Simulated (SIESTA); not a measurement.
Worked example: self-consistent single point of Mo (Im-3m, 1 atom in the cell) in SIESTA.

Method of the run: LDA PW92, numerical atomic orbitals DZP, PseudoDojo LDA standard norm-conserving potentials (rewritten from UPF to PSML) (SIESTA).

```
CELL_PARAMETERS angstrom
     -1.56713     1.56713     1.56713
      1.56713    -1.56713     1.56713
      1.56713     1.56713    -1.56713
ATOMIC_POSITIONS crystal
  Mo 0.00000 0.00000 0.00000
```

Reference input (self-consistent single point, DFT, LDA PW92, numerical atomic orbitals DZP, PseudoDojo LDA standard norm-conserving potentials (rewritten from UPF to PSML)): XC.functional = LDA; XC.authors = PW92; potentials = PseudoDojo LDA standard; PAO.BasisSize = DZP; PAO.EnergyShift = 0.01 Ry; MeshCutoff = 350 Ry; kgrid.MonkhorstPack = 8 8 8; OccupationFunction = FD; ElectronicTemperature = 1160.45 K; MaxSCFIterations = 150; SCF.Mixer.Method = Pulay; SCF.Mixer.Weight = 0.1. This run's input differs from it in these lines:

```diff
@@ -31,3 +31,3 @@
 OccupationFunction           FD
-ElectronicTemperature        1160.45 K
+ElectronicTemperature        3481.36 K
```

Output, abridged:

```
        iscf     Eharris(eV)        E_KS(eV)     FreeEng(eV)     dDmax    Ef(eV) dHmax(eV)
   scf:    1    -1905.427598    -1912.703925    -1912.871200  0.502889 -2.379079  6.454311
   scf:    2    -1913.478137    -1913.099241    -1913.276379  0.086552 -2.606311  5.338784
   scf:    3    -1914.352595    -1913.935929    -1914.168543  0.356665 -3.724403  0.152007
   scf:    4    -1913.938815    -1913.938755    -1914.167398  0.023909 -3.643971  0.278473
   scf:    5    -1913.936159    -1913.937885    -1914.169674  0.015299 -3.717200  0.019227
   scf:    6    -1913.937711    -1913.937798    -1914.169682  0.000530 -3.719328  0.009700
   scf:    7    -1913.937638    -1913.937719    -1914.169685  0.000478 -3.722006  0.000257
mix: Pulay -- inversion failed, > SVD [rank/size] 3 / 6
   scf:    8    -1913.937714    -1913.937716    -1914.169685  0.000013 -3.722058  0.000026
mix: Pulay -- inversion failed, > SVD [rank/size] 3 / 7
   scf:    9    -1913.937716    -1913.937716    -1914.169685  0.000000 -3.722060  0.000019
SCF Convergence by DM+H criterion
max |DM_out - DM_in|         :     0.0000004477
max |H_out - H_in|      (eV) :     0.0000192766
SCF cycle converged after 9 iterations

Using DM_out to compute the final energy and forces

siesta: E_KS(eV) =            -1913.9377

siesta: E_KS - E_eggbox =     -1913.9377

siesta: Atomic forces (eV/Ang):
     1   -0.000000   -0.000000    0.000000
   Tot   -0.000000   -0.000000    0.000000
   Max    0.000000
   Res    0.000000    sqrt( Sum f_i^2 / 3N )
   Max    0.000000    constrained

Stress tensor Voigt[x,y,z,yz,xz,xy] (kbar):       58.65       58.65       58.65       -0.00       -0.00       -0.00
(Free)E + p*V (eV/cell)    -1914.7332
Target enthalpy (eV/cell)    -1914.1697

siesta: Program's energy decomposition (eV):
siesta: FreeEng =     -1914.169685

siesta: Stress tensor (static) (eV/Ang**3):
   [... lines left out ...]
siesta: Cell volume =         15.394689 Ang**3
siesta:         -58.64739181        -58.64739181  kBar
   [... lines left out ...]
               4dz2    4dxz    4dx2-y2
   1 14.000   1.822   0.292   0.316   1.923   1.923   1.923   0.314   0.314
              0.314   1.062   1.062   0.846   1.062   0.846   0.011   0.011

             -0.027   0.011  -0.027

mulliken: Qtot =       14.000

Mulliken Atomic Populations:
Atom #   charge [q] valence [e]  Species
     1     0.000000   14.000000  Mo
 Total     0.000000
```

The run converged in 9 iterations. Against the reference run the free energy drops by 101 meV/atom and the pressure goes from -6.81 to -5.86 GPa.

The starting cell has typed, rounded lattice constants, without a prior relaxation at this level. Its lattice was rescaled by up to half a per cent. Spin polarisation is off. Values carry the incompleteness of an atom-centred basis. With a pressure of about -6 GPa the cell is away from its equilibrium volume at this level.
